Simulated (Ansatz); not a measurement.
Ansatz (an electronic-structure program) run on the (110) slab of InP (cut from a parent of space group no. 216; 8 atoms in the cell): self-consistent single point.

Level of theory: LDA (PW92), default PAW files made with PBE (plane waves; Ansatz).

```
CELL_PARAMETERS angstrom
      5.85239     0.00000     0.00000
      0.00000     4.13826     0.00000
      0.00000     0.00000    20.20741
ATOMIC_POSITIONS crystal
  In 0.00000 0.25000 0.44880
  In 0.50000 0.75000 0.34641
  In 0.00000 0.25000 0.65359
  In 0.50000 0.75000 0.55120
  P  0.25000 0.25000 0.34641
  P  0.75000 0.75000 0.44880
  P  0.25000 0.25000 0.55120
  P  0.75000 0.75000 0.65359
```

Reference input (self-consistent single point, DFT, LDA (PW92), plane waves, default PAW files made with PBE): basis.ecutwfc = 420 eV; kpoints.mp_grid.grid = 3 5 1; hamiltonian.xc = lda; hamiltonian.pseudopotentials = {kind: paw} (the program's default PAW files); scf.occupations.method = fermi_dirac; scf.occupations.width = 0.02 eV. This run's input differs from it in these lines:

Ansatz 0.2 input:
```diff
@@ -15,3 +15,3 @@
 basis:
-  ecutwfc: 420.0
+  ecutwfc: 630.0
 kpoints:
```

Log, with long lists cut:

```
SCF iter   1: F=—  HF=-24730.714934 eV  |F-HF|=—  |Δ(HF+E_count)|=         —  Δρ=4.81e-3  dr2=1.25e-1  ethr=1.77e-3  ⟨swp⟩=10.5  Hψ=1399  notcnv=0  defer=1
all-band conjugate gradients solve this SCF's bands
preconditioner: auto → Resta (q_TF=auto, 1.982 Å⁻¹)
SCF iter   2: F=—  HF=-24730.685925 eV  |F-HF|=—  |Δ(HF+E_count)|=   2.90e-2  Δρ=1.87e-3  dr2=2.64e-2  ethr=1.74e-4  ⟨swp⟩=4.7  Hψ=622  notcnv=0  defer=13
   [... lines left out ...]
SCF iter   5: F=—  HF=-24730.680958 eV  |F-HF|=—  |Δ(HF+E_count)|=   3.94e-6  Δρ=7.06e-5  dr2=5.18e-5  ethr=4.83e-7  ⟨swp⟩=2.5  Hψ=409  notcnv=0  defer=13
SCF iter   6: F=—  HF=-24730.681004 eV  |F-HF|=—  |Δ(HF+E_count)|=   4.61e-5  Δρ=2.20e-5  dr2=3.27e-6  ethr=7.19e-8  ⟨swp⟩=2.8  Hψ=453  notcnv=0  defer=13
SCF iter   7: F=—  HF=-24730.681004 eV  |F-HF|=—  |Δ(HF+E_count)|=   4.47e-7  Δρ=5.33e-6  dr2=1.78e-7  ethr=4.55e-9  ⟨swp⟩=2.3  Hψ=382  notcnv=0  defer=13
SCF iter   8: F=-24730.681005 eV  HF=-24730.681005 eV  |F-HF|=9.09e-11  |Δ(HF+E_count)|=   1.80e-8  Δρ=1.31e-6  dr2=9.27e-9  ethr=1.39e-10  ⟨swp⟩=14.5  Hψ=1328  notcnv=0
SCF 1 converged in 8 iterations: F = -24730.681005 eV  dr2 = 9.27e-9
Free energy (F): -24730.681005 eV
Internal energy: -24730.681004 eV  (E = F + TS)
E sigma→0 (E₀):  -24730.681004 eV
Entropy (-TS):   -0.000000 eV (-0.000 meV/atom)
Fermi energy:    0.095755 eV
--- Forces (eV/Å), atoms counted from 1 ---
  atom   1  In     0.09941964     0.00000000    -0.05929379
  atom   2  In    -0.93145770     0.00000000     1.14521294
  atom   3  In    -0.93145770     0.00000000    -1.14521294
  atom   4  In     0.09941964     0.00000000     0.05929379
  atom   5  P      0.29388812    -0.00000000    -0.87182306
  atom   6  P      0.53814748    -0.00000000    -0.47969908
  atom   7  P      0.53814748    -0.00000000     0.47969908
  atom   8  P      0.29388812    -0.00000000     0.87182306
--- Stress (GPa, compression-positive) ---
       -1.167357       0.000000      -0.000000
        0.000000      -1.066904      -0.000000
       -0.000000      -0.000000      -0.190440
  P = ⅓ Tr σ = -0.8082 GPa (-8.082 kbar)
  The stress holds the Pulay correction. Without it, at fixed plane waves, as pw.x and ABINIT print it: P = -0.8102 GPa
```

The run converged in 8 iterations. Against the reference run the free energy drops by 1.2 meV/atom, the largest force hardly changes (1.475 to 1.476 eV/Å) and the gap on the mesh stays at 0.544 eV.

The starting cell has typed, rounded lattice constants, without a prior relaxation at this level. The slab is cut from that crystal, and its faces are unrelaxed. Its lattice was rescaled by up to half a per cent. Spin polarisation is off, though cut faces can carry moments; a gap of a slab can lie between surface states. Forces in this geometry exceed 1 eV/Å.

Cost on one core of a shared machine: roughly 30 s.
